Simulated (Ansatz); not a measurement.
## MoSi (model structure, started from the CsCl type, Pm-3m, No. 221, 2 atoms in the cell)

All values below come from PBEsol in Ansatz (PAW).

Numerical settings: plane-wave cutoff 500 eV, 14×14×14 k mesh, Fermi–Dirac smearing 0.05 eV, no spin polarisation, scalar-relativistic PAW data made under PBE.

Cell (relaxed at this level):

MoSi is modelled in the cubic space group Pm-3m (No. 221), the CsCl type structure, Pearson symbol cP2. Cell: a = b = c = 3.0196 Å, α = β = γ = 90.00°. Mo on 1a is coordinated by 8 Si at 2.615 Å and 6 Mo at 3.020 Å. Si on 1b has 8 Mo at 2.615 Å (cubic). (Neighbours: up to the widest gap in distance over summed covalent radii, below 1.35, at either atom; cation-cation and far metal-metal contacts left out.)

```json
{
 "band_gap": "zero (no gap)"
}
```

Note: the relaxation could raise the start's symmetry but not lower it, so the cell can be a saddle point.

Spin–orbit coupling is not included.

Cost on a shared machine: about 12 core-seconds (a rough figure).

A model structure was made by putting elements into a prototype or built by hand; it is no filed structure, need not be a known phase, and can be a saddle point held by its symmetry.

Ansatz is a program for electronic structure.
